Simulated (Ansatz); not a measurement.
Consider Rh in the fcc (Cu type) structure (space group Fm-3m, No. 225; a = 3.7816 Å; relaxed with 0.1 eV smearing). Axes: x, y, z lie along the cube axes.

Structures relaxed with Ansatz (a quantum-chemistry and plane-wave program) PBEsol, no spin-orbit coupling.

Base:

Simulated powder pattern, Mo Kα, λ = 0.71073 Å (kinematic, ideal powder, no thermal factors, no anomalous dispersion; the 8 strongest lines at most, above 2 %, up to 2θ = 40°):

| 2θ (°) | I/Imax (%) | hkl |
|---|---|---|
| 18.73 | 100 | (111) |
| 21.67 | 49 | (200) |
| 30.83 | 33 | (220) |
| 36.32 | 39 | (311) |
| 38.00 | 11 | (222) |

After one change:

Simulated powder pattern, Mo Kα, λ = 0.71073 Å (kinematic, ideal powder, no thermal factors, no anomalous dispersion; the 8 strongest lines at most, above 2 %, up to 2θ = 40°):

| 2θ (°) | I/Imax (%) |
|---|---|
| 18.61 | 35 |
| 18.93 | 100 |
| 21.80 | 67 |
| 30.82 | 23 |
| 31.23 | 22 |
| 36.24 | 13 |
| 36.60 | 26 |
| 36.77 | 13 |

Task: What was done to the base?
(A) biaxial strain −2.08 %, plane normal [111], relaxed out of plane
(B) biaxial strain +0.83 %, plane normal [111], relaxed out of plane
(C) biaxial strain −1.25 %, plane normal [111], relaxed out of plane
(D) biaxial strain +1.67 %, plane normal [111], relaxed out of plane

Result: C, biaxial strain −1.25 %, plane normal [111], relaxed out of plane. Its volume per atom is 13.27 Å³ against 13.52 Å³, and its space group is R-3m (No. 166).

Whether these cells are dynamically stable was not tested. The final runs are not spin-polarised. Rh lies near a magnetic instability that expansion can trigger; it was not tested.
